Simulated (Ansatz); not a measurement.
The parent structure is Au in the fcc (Cu type) structure (space group Fm-3m, No. 225; a = 4.125 Å; relaxed with 0.1 eV smearing). Axes: x, y, z lie along the cube axes.

Computed with Ansatz (a quantum-chemistry and plane-wave program), r2SCAN, PAW, cutoff 500 eV, no SOC.

For the base:

- Pressure: 0.0 GPa
- Shortest interatomic distance: 2.916 Å

One thing is altered: the cell is stretched by 3.00 % along z with no lateral relaxation, atoms relaxed at fixed cell.

Q: Estimate the effect on the energy relative to the base, pressure and shortest interatomic distance.

A: The energy grows by 7.5 meV/atom; the pressure (mean of the normal stresses, compression positive) goes from zero to -4.1 GPa; the shortest interatomic distance stays 2.916 Å.

The cells carry an imposed strain or load. Stability against distortions was not tested.
